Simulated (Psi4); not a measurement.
Psi4 1.11, PBE/def2-svp: Mo(NH)(S)(Br)(SH) ([NH]=[Mo](=[S])([SH])[Br]), 7 atoms. The geometry is a generated start, not checked to be a minimum at this level.

```
Quantity                                             Result
--------------------------  -------------------------------
task                                                 energy
method                                                  pbe
basis                                              def2-svp
memory                                                 3 GB
maxiter                                                 100
keys of the molecule block                      symmetry c1
scf_type                                       df (default)
guess                        auto, which took SAD (default)
scf_initial_accelerator                     adiis (default)
e_convergence                               1e-06 (default)
d_convergence                               1e-06 (default)
dft_radial_points                              75 (default)
dft_spherical_points                          302 (default)
effective core potentials   those of the basis set, past Kr
basis functions                                         123
grid points                                          151609
```

```xyz
7

Mo     0.4188     0.3442    -0.0232
N     -0.2114    -0.6933    -1.2554
H     -0.4314    -1.3390    -2.0053
S      2.4596    -0.0805     0.4963
Br     0.3153     2.6237    -0.6632
S     -0.7378    -0.1007     1.9479
H     -1.8130    -0.7545     1.5028
```

Charge 0 and multiplicity 1 are set for this test and not shown to be the ground state.

One run each on 2 threads. Values of diis_max_vecs tried: 3, 6, 10 (default), 20.

### Question
How does the count of SCF iterations change with diis_max_vecs, and where is it least?

### Answer
Fewest SCF iterations, within one of each other: 10 (default) with 14, 20 with 14. The count rises to 17 at 6. The run ends without SCF convergence in 100 iterations at 3.

```csv
diis_max_vecs,SCF iterations,end
3,100,no convergence
6,17,same solution
10 (default),14,same solution
20,14,same solution
```
